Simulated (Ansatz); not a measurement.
```xyz
36
Lattice="18.5000 0.0000 0.0000 0.0000 18.5000 0.0000 0.0000 0.0000 4.3415" Properties=species:S:1:pos:R:3 pbc="T T T"
B     12.8538     9.2500     2.8942
N     12.6966    10.5045     3.6180
N     12.9178     9.2500     1.4473
B     12.0107    11.5664     2.8942
N     11.0839    12.4264     3.6180
B     12.6365    10.4826     0.7235
N     12.0597    11.6076     1.4473
B      9.8758    12.7990     2.8942
N      8.6131    12.8620     3.6180
B     11.0519    12.3709     0.7235
N      9.8869    12.8620     1.4473
B      7.4481    12.3709     2.8942
N      6.4403    11.6076     3.6180
B      8.6242    12.7990     0.7235
N      7.4161    12.4264     1.4473
B      5.8635    10.4826     2.8942
N      5.5822     9.2500     3.6180
B      6.4893    11.5664     0.7235
N      5.8034    10.5045     1.4473
B      5.8635     8.0174     2.8942
N      6.4403     6.8924     3.6180
B      5.6462     9.2500     0.7235
N      5.8034     7.9955     1.4473
B      7.4481     6.1291     2.8942
N      8.6131     5.6380     3.6180
B      6.4893     6.9336     0.7235
N      7.4161     6.0736     1.4473
B      9.8758     5.7010     2.8942
N     11.0839     6.0736     3.6180
B      8.6242     5.7010     0.7235
N      9.8869     5.6380     1.4473
B     12.0107     6.9336     2.8942
N     12.6966     7.9955     3.6180
B     11.0519     6.1291     0.7235
N     12.0597     6.8924     1.4473
B     12.6365     8.0174     0.7235
```

Computed with PBE (plane waves to 420 eV, PAW; Ansatz, a quantum-chemistry and plane-wave program). Mesh 1×1×8. No spin polarisation. It repeats along c; a and b span vacuum. An idealised model, rolled from the flat sheet. Only distortions within the start's symmetry and period were free.

Question: Tabulate the two highest filled and two lowest empty levels along the axis, from the valence top.

Answer: 
```
k (2π/c)  v2 (eV)  v1 (eV)  c1 (eV)  c2 (eV)
--------  -------  -------  -------  -------
0.000        0.00     0.00     3.76     4.05
0.042       -0.02    -0.02     3.81     4.09
0.083       -0.08    -0.08     3.92     4.20
0.125       -0.17    -0.17     4.11     4.39
0.167       -0.30    -0.30     4.34     4.58
0.208       -0.45    -0.45     4.61     4.71
0.250       -0.51    -0.51     4.86     4.89
0.292       -0.55    -0.55        –        –
0.333       -0.60    -0.60        –        –
0.375       -0.67    -0.67        –        –
0.417       -0.74    -0.74        –        –
0.458       -0.81    -0.81        –        –
0.500       -0.90    -0.90        –        –
```
A dash stands for levels within 1 eV of the vacuum level or above it.
